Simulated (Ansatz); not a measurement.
The parent structure is MgTe in the wurtzite structure (space group P6_3mc, No. 186; a = 4.6085 Å, c = 7.5007 Å).

Now apply this change: a hydrostatic pressure of 10 GPa.

Levels (all Ansatz, an electronic-structure program, PAW): PBE (420 eV, without spin-orbit coupling); HSE06 (420 eV, scalar-relativistic without spin-orbit coupling); PBE+SOC (420 eV, spin-orbit coupling included).

At the geometry relaxed with PBE, these levels gave the following band gaps, in shuffled order: (a) 3.07 eV, (b) 2.79 eV, (c) 3.83 eV.

**Question.** Match each gap to its level.

**Answer.** (a) PBE; (b) PBE+SOC; (c) HSE06.

Single points use the geometry relaxed with PBE. HSE06 gaps are upper bounds (no full band path). The spin-orbit shifts are approximate. With Te present, leaving out spin-orbit coupling can change the band edges. Load acts through the strain it causes; cell and atoms are relaxed under it. Whether these cells are dynamically stable was not tested. Tetrahedral semiconductors of this kind turn to denser phases somewhere between about 1 and 50 GPa; those were not computed, so compressed cells here can lie past the real transition.
